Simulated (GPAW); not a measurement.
Band structure of CsCdCl3 (Pm-3m, 5 atoms in the cell).

```xyz
5
Lattice="5.3202 0.0000 0.0000 0.0000 5.3202 0.0000 0.0000 0.0000 5.3202" Properties=species:S:1:pos:R:3 pbc="T T T"
Cs     0.0000     0.0000     0.0000
Cd     2.6601     2.6601     2.6601
Cl     0.0000     2.6601     2.6601
Cl     2.6601     0.0000     2.6601
Cl     2.6601     2.6601     0.0000
```

Method: LDA (Perdew-Wang 92), GPAW PAW datasets LDA (gpaw-data 1.0.1) (plane waves; GPAW).

Settings: mode = pw; ecut = 600 eV; xc = LDA; kpts = 5 5 5; mesh shift (steps) = 0 0 0; occupations.name = fermi-dirac; occupations.width = 0 eV; nbands = -6; convergence.bands = -4; symmetry.symmorphic = false; symmetry.tolerance = 0.0005; maxiter = 150; bandpath_npoints = 40.

The starting cell comes from a database of computed structures (which also holds hypothetical and non-ambient phases and stackings), without a prior relaxation at this level. Its lattice was rescaled by a random factor within 2.5 % of one.

### Question
Predict the gap along the standard path and the places of the band edges.

### Answer
The gap along the path is 1.38 eV, from R to Γ; the smallest direct gap on it is 1.81 eV.

Levels in eV from the top of the valence band on the SCF mesh, bands 18 to 25:
```
point     18     19     20     21    22    23    24    25
-----  -----  -----  -----  -----  ----  ----  ----  ----
Γ      -0.57  -0.31  -0.31  -0.31  1.50  5.68  6.22  6.22
X      -0.59  -0.59  -0.53  -0.53  4.07  6.96  7.42  7.98
M      -0.74  -0.74  -0.02   0.11  5.71  7.03  7.03  7.81
R       0.00   0.00   0.12   0.12  5.80  5.80  5.80  7.34
```
